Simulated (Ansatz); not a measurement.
## Response to strain in Sn

Start from Sn (space group I4_1/amd, No. 141; a = 5.950 Å, c = 3.214 Å; relaxed with 0.1 eV smearing). Axes: x, y, z lie along a, b, c of the conventional cell.

Strains are applied to the cell and any free atomic positions relax; under biaxial strain the out-of-plane vector relaxes too.

Method: Ansatz (a program for electronic structure), PBE, PAW, cutoff 420 eV, no spin-orbit coupling, earlier PAW set.

Notes on the quantities. energy relative to the base: free energy F.

| biaxial strain, plane normal [001], relaxed out of plane (%) | energy relative to the base (meV/atom) |
|---|---|
| -4.86 | 43.6 |
| -1.82 | 5.6 |
| -0.69 | ? |
| -0.45 | 0.3 |
| 0 | 0.0 |

Question: Fit ΔE = Aε² + Bε³ (ε in %) to the rows shown and predict the withheld row.

Answer: Least squares on the printed values gives A = 1.60 and B = -0.051 meV/atom (largest residual 0.0 meV/atom); this predicts 0.8 meV/atom, and the run gives 0.8 meV/atom, in agreement.

A biaxial case was relaxed in a doubled cell and then solved in the primitive one. No phonon test of stability was made.
